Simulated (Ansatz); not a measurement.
Seebeck coefficient (μV/K, mean over directions) of n-type CdSe (P6_3mc) against carrier density, PBEsol with spin-orbit coupling, rigid bands in Ansatz (a quantum-chemistry and plane-wave program). Computed gap 0.42 eV; densities at which minority carriers matter at this gap, or further valleys turn the trend, are left out. Conductivity mass 0.063 mₑ (harmonic mean over directions), N_c = 3.4e17 cm⁻³ at 300 K.

```tsv
electron density	300 K	500 K
1e18 cm⁻³	-146	-210
3e18 cm⁻³	-87	-136
1e19 cm⁻³	-48	(withheld)
3e19 cm⁻³	(withheld)	(withheld)
1e20 cm⁻³	-18	-30
3e20 cm⁻³	-12	-20
```

Q: Complete the blanks.

A: 
- 1e19 cm⁻³, 500 K: -79
- 3e19 cm⁻³, 300 K: -29
- 3e19 cm⁻³, 500 K: -49

Rigid bands with a gap fixed in temperature, one relaxation time for all states, no polarons or phonon drag, and whether or not such doping can be reached.
